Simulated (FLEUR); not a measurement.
Worked example: self-consistent single point of Fe₂Si (I4/mmm, 3 atoms in the cell) in FLEUR.

Method of the run: PBEsol, all-electron FLAPW (FLEUR), scalar-relativistic valence in FLEUR.

```yaml
crystal:
  lattice:
    - [-1.33414, 1.33414, 4.40849]
    - [1.33414, -1.33414, 4.40849]
    - [1.33414, 1.33414, -4.40849]
  atoms:
    - { symbol: Fe, position: [0.33963, 0.33963, 0.00000], spin: 4.0 }
    - { symbol: Fe, position: [0.66037, 0.66037, 0.00000], spin: 4.0 }
    - { symbol: Si, position: [0.00000, 0.00000, 0.00000] }
```
(The spins are starting values, not results.)

Reference input (self-consistent single point, DFT, LDA (Perdew-Zunger), all-electron FLAPW (FLEUR), scalar-relativistic valence): Kmax = 3.6 1/bohr; GmaxXC = 14.4 1/bohr; xcFunctional = pz; jspins = 2; l_soc = F; mode = hist; fermiSmearingEnergy = 0.00499791 Htr; mesh (inpgen div1-3) = 9 9 9; inpgen gamma flag = false; Gmax = 14.4 1/bohr; numbands = 0; maxIterBroyd = 15. This run's input differs from it in these lines:

```diff
@@ -15,3 +15,3 @@
 &comp jspins=2 /
-&exco xctyp='pz' /
+&exco xctyp='PBEs' /
 &kpt div1=9 div2=9 div3=9 /
@@ -28,3 +28,3 @@
       <coreElectrons ctail="T" frcor="F" kcrel="0" coretail_lmax="0"/>
-      <xcFunctional name="pz" relativisticCorrections="F"/>
+      <xcFunctional name="PBEs" relativisticCorrections="F"/>
       <magnetism jspins="2"/>
```

Output (repeated stretches shortened):

```
 Iteration:     1   Distance:      44.22810102 me/bohr^3
 Iteration:     2   Distance:      42.64038506 me/bohr^3
 Iteration:     3   Distance:      26.98037802 me/bohr^3
 Iteration:     4   Distance:       9.00465791 me/bohr^3
 Iteration:     5   Distance:       6.88689771 me/bohr^3
   [... 20 lines left out ...]
 Iteration:    26   Distance:       0.00021492 me/bohr^3
 Iteration:    27   Distance:       0.00003707 me/bohr^3
 Iteration:    28   Distance:       0.00001076 me/bohr^3
 Iteration:    29   Distance:       0.00000854 me/bohr^3
 Reset of history
 Run finished successfully
 Stop message:
   Structural relaxation: new displacements generated

[file out, last iteration]
             iter=     30
[...]
          total density-effective poten   -4.4863735230E+03
          total charge density-energy d   -1.2998549159E+02
 Updated energy parameters for spin:           1
 Updated energy parameters for spin:           2
[...]
 fermi energy and band-weighting factors:

[...]
FERMIE:
          first approx. to ef    (T=0)  :   0.470935 htr   (energy of the highest occ. eigenvalue)
          number of occ. states  (T=0)  :       2706
          first approx. to seigv (T=0)  : -21.558609 htr
          sum of weights of occ. states :  36.005487
          sum of semicore charge        :   0.000000 e
FERHIS:  Fermi-Energy by histogram:
          bandgap                     :   0.000106 htr
   [... lines left out ...]
          charge neutrality (T=0)     :   0.005487    (zero if the highest occ. eigenvalue is "entirely" occupied)
     EF_NEWTON:  Adjust Fermi-Energy by Newton-Method.
 Direct bandgap for spin            1 :    7.6117627253229347E-003  Htr
 Direct bandgap for spin            2 :    6.4489834279464198E-003  Htr
 ---->    free energy=                     -2832.8243762119 htr
   [... lines left out ...]
SPIN-2 FORCE FOR ATOM TYPE=  2  X=  0.000   Y=  0.000   Z=  0.000      FX_SP = 0.000000 FY_SP = 0.000000 FZ_SP = 0.000000
 ***** TOTAL FORCES ON ATOMS *****
 TOTAL FORCE FOR ATOM TYPE=  1  X=  0.000   Y=  0.000   Z=  5.659
                       FX_TOT= 0.000000 FY_TOT= 0.000000 FZ_TOT=-0.000723
 TOTAL FORCE FOR ATOM TYPE=  2  X=  0.000   Y=  0.000   Z=  0.000
                       FX_TOT= 0.000000 FY_TOT= 0.000000 FZ_TOT= 0.000000
```

The run converged in 29 iterations. FLEUR gives forces in its relaxation mode, with a further iteration, so its stop message speaks of a relaxation. Against the reference run the largest force goes from 0.129 to 0.037 eV/Å and the size of the net moment goes from 0.56 to 0.69 μB/atom.

The starting cell comes from a database of computed structures (which also holds hypothetical and non-ambient phases and stackings), without a prior relaxation at this level. Its lattice was rescaled by a random factor within 2.5 % of one. The magnetic order is the one reached from the typed start; others were not searched systematically. Values depend on the basis (sphere radii, cutoffs, local orbitals), which need not be converged. The log's line on a gap gives a spacing of levels on this mesh, which the program prints for metals too.

Cost on one core of a shared machine: roughly 7 min.
